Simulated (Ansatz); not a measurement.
Band structure of TlF (P4/nmm, 4 atoms in the cell).

```yaml
crystal:
  lattice:
    - [3.68893, 0.00000, 0.00000]
    - [0.00000, 3.68893, 0.00000]
    - [0.00000, 0.00000, 6.22358]
  atoms:
    - { symbol: Tl, position: [0.00000, 0.50000, 0.74417] }
    - { symbol: Tl, position: [0.50000, 0.00000, 0.25583] }
    - { symbol: F, position: [0.50000, 0.00000, 0.86423] }
    - { symbol: F, position: [0.00000, 0.50000, 0.13577] }
```

Computed with LDA (PW92), PAW files made with PBE (plane waves; Ansatz, a program for electronic structure).

Settings: kpoints.mp_grid.grid = 5 5 3; hamiltonian.xc = lda; hamiltonian.pseudopotentials = {kind: paw} (the program's default PAW files); scf.occupations.method = fixed; kpoints.band_path.npoints = 8.

The starting cell comes from a database of computed structures (which also holds hypothetical and non-ambient phases and stackings), without a prior relaxation at this level. Spin-orbit coupling is off.

### Question
Predict the gap along the standard path and the places of the band edges.

### Answer
The gap along the path is 2.74 eV, from a point between M and Γ to a point between Z and R; the smallest direct gap on it is 2.86 eV.

Levels in eV from the top of the valence band on the path, bands 17 to 23:
| point | 17 | 18 | 19 | 20 | 21 | 22 | 23 |
|---|---|---|---|---|---|---|---|
| Γ | -2.57 | -2.00 | -2.00 | -0.18 | 3.74 | 8.43 | 8.43 |
| X | -1.94 | -1.94 | -0.37 | -0.37 | 3.88 | 3.88 | 6.57 |
| M | -2.38 | -2.38 | -0.92 | -0.92 | 4.20 | 4.20 | 6.19 |
| Z | -2.17 | -2.02 | -2.02 | -1.00 | 4.57 | 7.08 | 8.27 |
| R | -1.93 | -1.93 | -0.29 | -0.29 | 2.96 | 2.96 | 8.00 |
| A | -2.46 | -2.46 | -0.46 | -0.46 | 3.98 | 3.98 | 6.20 |

Keys are those of Ansatz 0.2.
